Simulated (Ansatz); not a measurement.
Take TiB2 (space group P6/mmm, No. 191) as the base.

```yaml
crystal:
  lattice:
    - [3.01738, 0.00000, 0.00000]
    - [-1.50869, 2.61313, 0.00000]
    - [0.00000, 0.00000, 3.18507]
  atoms:
    - { symbol: Ti, position: [0.00000, 0.00000, 0.00000] }
    - { symbol: B, position: [0.66667, 0.33333, 0.50000] }
    - { symbol: B, position: [0.33333, 0.66667, 0.50000] }
```

Cartesian axes are those of the cell as printed.

The values are results of plane-wave PAW DFT at the PBEsol level (Ansatz, a quantum-chemistry and plane-wave program, 420 eV), no spin-orbit coupling, not measurements.

Base values:

| Quantity | Value |
|---|---|
| Pressure | 0.0 GPa |
| Shortest interatomic distance | 174.2 pm |
| Band gap | zero |

Now apply this change: uniaxial strain ε_zz = +0.50 %, all other strain components held at zero; the atoms relax in the strained cell.

Task: Predict the new pressure.

Result: The pressure (mean of the normal stresses, compression positive) goes from zero to -1.1 GPa.

Task: Predict the new energy relative to the base.

Result: The energy rises by 0.3 meV/atom.

Task: Estimate the effect on the shortest interatomic distance.

Result: The shortest interatomic distance remains 174.2 pm.

Task: What does the calculation give for the band gap after the change?

Result: The band gap is still zero.

A case with no gap was solved on a k-mesh chosen for an insulator, which is coarse for it. Without a gap, meshes like the base's 13×13×10 leave anisotropic stresses uncertain by several tenths of a GPa, and small strain energies with them. Stability against distortions was not tested. All final runs are without spin polarisation.
